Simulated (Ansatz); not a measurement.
The reference is Ti in the hcp (Mg type) structure (space group P6_3/mmc, No. 194; relaxed with 0.1 eV smearing).

```
Ti
1.0
    2.90164     0.00000     0.00000
   -1.45082     2.51289     0.00000
    0.00000     0.00000     4.59296
Ti
2
Direct
  0.66667   0.33333   0.75000
  0.33333   0.66667   0.25000
```

Cartesian axes are those of the cell as printed.

Level of theory: DFT with PBEsol, PAW potentials and a 420 eV plane-wave cutoff in Ansatz (a program for electronic structure), spin-orbit coupling left out.

Strains are applied to the cell and any free atomic positions relax.

One change was made to it. Results:

The shortest interatomic distance falls by 0.52 pm, from 284.3 pm to 283.7 pm; the energy stays essentially unchanged.

**Question.** What was done to the base?
(A) uniaxial strain ε_xx = +2.00 %
(B) uniaxial strain ε_xx = +2.50 %
(C) uniaxial strain ε_xx = −2.00 %
(D) uniaxial strain ε_xx = −2.50 %
(E) uniaxial strain ε_xx = −0.50 %

**Answer.** E, uniaxial strain ε_xx = −0.50 %. For comparison, the energy relative to the base in the other runs: uniaxial strain ε_xx = +2.00 % gives +3.4 meV/atom; uniaxial strain ε_xx = −2.50 % gives +5.8 meV/atom; uniaxial strain ε_xx = +2.50 % gives +5.2 meV/atom; uniaxial strain ε_xx = −2.00 % gives +3.6 meV/atom.

Stability against distortions was not tested. All final runs are without spin polarisation.
